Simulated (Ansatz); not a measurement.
**Pressure series in Ti3Al**

Start from Ti₃Al (space group P6_3/mmc, No. 194; a = 5.747 Å, c = 4.632 Å).

Cell and atoms are relaxed at each pressure.

Computed with r2SCAN (Ansatz, a first-principles code; PAW; 500 eV plane waves; no spin-orbit coupling), earlier PAW set.

Notes on the quantities. enthalpy: H = E + PV relative to the base's energy.

| case | enthalpy | shortest interatomic distance |
|---|---|---|
| base | – | 2.813 Å |
| pressure −2 GPa | -0.21 eV/atom | 2.829 Å |
| pressure −1 GPa | -0.10 eV/atom | 2.821 Å |
| pressure 1.8 GPa | +0.18 eV/atom | 2.800 Å |
| pressure 4.2 GPa | +0.43 eV/atom | 2.781 Å |
| pressure 9 GPa | +0.90 eV/atom | … |
| pressure 18 GPa | +1.75 eV/atom | … |
| pressure 30 GPa | +2.81 eV/atom | … |
| pressure 45 GPa | +4.07 eV/atom | … |
| pressure 60 GPa | +5.25 eV/atom | 2.536 Å |

Question: What belongs in the blanks?

Answer: 
- pressure 9 GPa, shortest interatomic distance: 2.749 Å
- pressure 18 GPa, shortest interatomic distance: 2.697 Å
- pressure 30 GPa, shortest interatomic distance: 2.640 Å
- pressure 45 GPa, shortest interatomic distance: 2.583 Å

Load acts through the strain it causes; cell and atoms are relaxed under it. No phonon test of stability was made. Competing high-pressure phases were not computed. The final runs are not spin-polarised.
